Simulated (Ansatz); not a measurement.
## SiO2: response to strain

Base system: SiO2 (space group P3_221, No. 154; a = 4.949 Å, c = 5.441 Å). Axes: x lies along a and z along c of the hexagonal cell.

Strains are applied to the cell and any free atomic positions relax.

Method: PBEsol (Ansatz, a program for electronic structure), no spin-orbit coupling.

Notes on the quantities. energy relative to the base: free energy F.

```tsv
uniaxial strain ε_zz (%)	energy relative to the base (meV/atom)
0	0.0
0.75	?
1.5	0.8
2.25	1.8
3	3.2
```

Fit ΔE = Aε² + Bε³ (ε in %) to the rows shown and predict the withheld row.

Least squares on the printed values gives A = 0.356 and B = 1.7e-17 meV/atom (largest residual 0.0 meV/atom); this predicts 0.2 meV/atom, and the run gives 0.2 meV/atom, in agreement.

Whether these cells are dynamically stable was not tested.
